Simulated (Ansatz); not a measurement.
Band gap of In2Se3 (model structure, started from the Nb2Se3 type, P3m1, No. 156, 5 atoms in the cell) at several levels of theory

No measured value is used here.

```
level (code)         value (eV)
-------------------  ----------
LDA (Ansatz)               0.00
PBE (Ansatz)               0.00
PBE+SOC (Ansatz)           0.00
PBEsol (Ansatz)            0.00
PBEsol+SOC (Ansatz)        0.00
r²SCAN (Ansatz)            0.01
r²SCAN+SOC (Ansatz)        0.00
HSE06 (Ansatz)             0.31
```

Computed values are for a static lattice. Levels without +SOC have no spin–orbit coupling; where heavier elements are present it shifts gaps, mostly down, and can invert bands. A gap of zero means that the bands touch or overlap; how far they overlap is not shown.  HSE06: PBE has no gap here, and a hybrid on a coarse mesh can open a false one. HSE06: the gap is read on the k mesh or supercell of the run alone and can be too large. Values are at the PBE-D3(BJ) cell. Cutoffs and k meshes differ between the levels. Ansatz's density-functional and Hartree–Fock values are scalar-relativistic unless marked +SOC, with PAW data made under PBE.

A model structure was made by putting elements into a prototype or built by hand; it is no filed structure, need not be a known phase, and can be a saddle point held by its symmetry.

Ansatz is an electronic-structure program.
